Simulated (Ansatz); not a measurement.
For Cu2Sb (P4/nmm, No. 129), PBEsol in Ansatz (plane waves, PAW) gives:

| Property | Result |
|---|---|
| equilibrium lattice constant a | 3.956 Å |
| c axis length | 6.048 Å |

### Question
What does r²SCAN-D4 (Ansatz, an electronic-structure program, plane waves, PAW) give for the same quantities?

### Answer

- lattice constant a: 3.976 Å (increases by 0.5 %)
- lattice parameter c: 6.037 Å (decreases by 0.2 %)

Changes are worked out from the printed values.

Unless a cell is named, each level is at its own relaxed cell (PBEsol 15.78, r²SCAN-D4 15.91 Å³/atom).

Ansatz's density-functional and Hartree–Fock values are scalar-relativistic unless marked +SOC, with PAW data made under PBE.
